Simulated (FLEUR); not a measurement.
A self-consistent single point of LaFeSi (P4/nmm, 6 atoms in the cell) with FLEUR.

Method: LDA (Vosko-Wilk-Nusair), all-electron FLAPW (FLEUR), scalar-relativistic valence run with FLEUR.

The change in words: lattice scaled by 0.98. Reference geometry:
```
CELL_PARAMETERS angstrom
      4.07667     0.00000     0.00000
      0.00000     4.07667     0.00000
      0.00000     0.00000     7.19373
ATOMIC_POSITIONS crystal
  La 0.50000 0.00000 0.68813
  La 0.00000 0.50000 0.31187
  Fe 0.00000 0.00000 0.00000
  Fe 0.50000 0.50000 0.00000
  Si 0.50000 0.00000 0.16567
  Si 0.00000 0.50000 0.83433
```
Moments meant for the start (each program seeds them in its own way; μB, in the order of the atoms La La Fe Fe Si Si): 0.0 0.0 4.0 4.0 0.0 0.0.

Reference input (self-consistent single point, DFT, LDA (Vosko-Wilk-Nusair), all-electron FLAPW (FLEUR), scalar-relativistic valence): Kmax = 4 1/bohr; GmaxXC = 12 1/bohr; xcFunctional = vwn; jspins = 2; l_soc = F; mode = gauss; fermiSmearingEnergy = 0.00999582 Htr; mesh (inpgen div1-3) = 5 5 3; inpgen gamma flag = false; Gmax = 12 1/bohr; numbands = 0; maxIterBroyd = 15. This run's input differs from it in these lines:

```diff
@@ -3,5 +3,5 @@
 &input film=f /
-7.7037841313 0.0000000000 0.0000000000
-0.0000000000 7.7037841313 0.0000000000
-0.0000000000 0.0000000000 13.5941870734
+7.5497090912 0.0000000000 0.0000000000
+0.0000000000 7.5497090912 0.0000000000
+0.0000000000 0.0000000000 13.3223027272
 1.0
@@ -48,5 +48,5 @@
          <bravaisMatrix>
-            <row-1>    7.7037841312999999     0.0000000000000000     0.0000000000000000</row-1>
-            <row-2>    0.0000000000000000     7.7037841312999999     0.0000000000000000</row-2>
-            <row-3>    0.0000000000000000     0.0000000000000000    13.5941870734000005</row-3>
+            <row-1>    7.5497090912000004     0.0000000000000000     0.0000000000000000</row-1>
+            <row-2>    0.0000000000000000     7.5497090912000004     0.0000000000000000</row-2>
+            <row-3>    0.0000000000000000     0.0000000000000000    13.3223027272000003</row-3>
          </bravaisMatrix>
```

The program printed (abridged):

```
 Iteration:     1   Distance:      36.19322833 me/bohr^3
 Iteration:     2   Distance:      27.13153398 me/bohr^3
 Iteration:     3   Distance:      21.34288912 me/bohr^3
 Iteration:     4   Distance:      17.63038347 me/bohr^3
 Iteration:     5   Distance:      12.20982560 me/bohr^3
   [... 34 lines left out ...]
 Iteration:    40   Distance:       0.00004645 me/bohr^3
 Iteration:    41   Distance:       0.00007731 me/bohr^3
 Iteration:    42   Distance:       0.00002420 me/bohr^3
 Iteration:    43   Distance:       0.00000230 me/bohr^3
 Reset of history
 Run finished successfully
 Stop message:
   Structural relaxation: new displacements generated

[file out, last iteration]
             iter=     44
[...]
          total density-effective poten   -3.3561338052E+04
          total charge density-energy d   -5.4278102539E+02
 Updated energy parameters for spin:           1
 Updated energy parameters for spin:           2
[...]
 fermi energy and band-weighting factors:

[...]
FERMIE:
          first approx. to ef    (T=0)  :   0.395184 htr   (energy of the highest occ. eigenvalue)
          number of occ. states  (T=0)  :        741
          first approx. to seigv (T=0)  : -25.451101 htr
          sum of weights of occ. states :  62.026667
          sum of semicore charge        :   0.000000 e
          fermi energy=   0.39711 har   work function= -10.80592 ev
   [... lines left out ...]
          total moment                 =     0.00000
 Direct bandgap for spin            1 :    6.0438069637995806E-003  Htr
 Direct bandgap for spin            2 :    6.0438044193072415E-003  Htr
 ---->    free energy=                    -20101.9990176293 htr
   [... lines left out ...]
 TOTAL FORCE FOR ATOM TYPE=  1  X=  1.887   Y= -1.887   Z= -4.155
                       FX_TOT= 0.000000 FY_TOT= 0.000000 FZ_TOT=-0.002002
 TOTAL FORCE FOR ATOM TYPE=  2  X= -1.887   Y= -1.887   Z=  0.000
                       FX_TOT= 0.000000 FY_TOT= 0.000000 FZ_TOT= 0.000000
 TOTAL FORCE FOR ATOM TYPE=  3  X=  1.887   Y= -1.887   Z=  2.207
                       FX_TOT= 0.000000 FY_TOT= 0.000000 FZ_TOT=-0.014048
```

The run converged in 43 iterations. FLEUR gives forces in its relaxation mode, with a further iteration, so its stop message speaks of a relaxation. Against the reference run the total energy goes down by 30.5 meV/atom.

The starting cell comes from a database of computed structures (which also holds hypothetical and non-ambient phases and stackings), without a prior relaxation at this level. Its lattice was rescaled by a random factor within 2.5 % of one. For this run, on top of that: lattice scaled by 0.98. The starting moments vanished: the run ended non-magnetic, which need not be the lowest state. Values depend on the basis (sphere radii, cutoffs, local orbitals), which need not be converged. The log's line on a gap gives a spacing of levels on this mesh, which the program prints for metals too.

Cost on one core of a shared machine: roughly 9 min.
